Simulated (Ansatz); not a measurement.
NH3 on the 1x1 (100) surface of monoclinic ZrO2 (cut with top plane 2 O), one in a 1x1 cell, energies for each (28.2 Å²). Energies are against NH3(g), without zero-point or thermal terms; each row is named by its start.

Host crystal: monoclinic ZrO2, with a band gap (PBE, scalar-relativistic without spin-orbit coupling).

All values below come from PBE (plane waves to 420 eV, PAW; Ansatz, a first-principles code).

Model: 28-atom slab, 9.4 Å thick at the start under the adsorbate (thin: gaps and levels are the slab's own), 4x4x1 mesh, Fermi-Dirac 0.01 eV, dipole correction, 12 atoms held, the rest relaxed; each run with such symmetry as its start has; no spin, no spin-orbit, no U, no dispersion correction.

A negative adsorption energy means that the adsorbate is more stable on the surface than in its reference. Starts that drift may end in the same place. Heights count from the host atoms within 0.3 Å of the top one.

```json
[
 {"starting site": "top O", "E_ads (eV)": "-1.24", "height (Å)": "0.90", "nearest host atom (Å)": "Zr 2.39", "bonded to": "Zr", "change of the vacuum step (eV)": "-2.02", "lateral drift (Å)": "2.8"},
 {"starting site": "over Zr at depth 1.1 Å", "E_ads (eV)": "-1.24", "height (Å)": "0.90", "nearest host atom (Å)": "Zr 2.39", "bonded to": "Zr", "change of the vacuum step (eV)": "-2.01", "lateral drift (Å)": "1.4"},
 {"starting site": "hollow O-O-O", "E_ads (eV)": "-1.24", "height (Å)": "0.89", "nearest host atom (Å)": "Zr 2.39", "bonded to": "Zr", "change of the vacuum step (eV)": "-2.00", "lateral drift (Å)": "1.0"},
 {"starting site": "hollow O-O-O over O at depth 6.9 Å", "E_ads (eV)": "-1.24", "height (Å)": "0.90", "nearest host atom (Å)": "Zr 2.39", "bonded to": "Zr", "change of the vacuum step (eV)": "-2.01", "lateral drift (Å)": "0.1"},
 {"starting site": "bridge O-O (span 5.2 Å)", "E_ads (eV)": "-1.24", "height (Å)": "0.90", "nearest host atom (Å)": "Zr 2.39", "bonded to": "Zr", "change of the vacuum step (eV)": "-2.02", "lateral drift (Å)": "1.0"},
 {"starting site": "bridge O-O (span 5.4 Å)", "E_ads (eV)": "-1.24", "height (Å)": "0.89", "nearest host atom (Å)": "Zr 2.39", "bonded to": "Zr", "change of the vacuum step (eV)": "-2.01", "lateral drift (Å)": "0.4"}
]
```
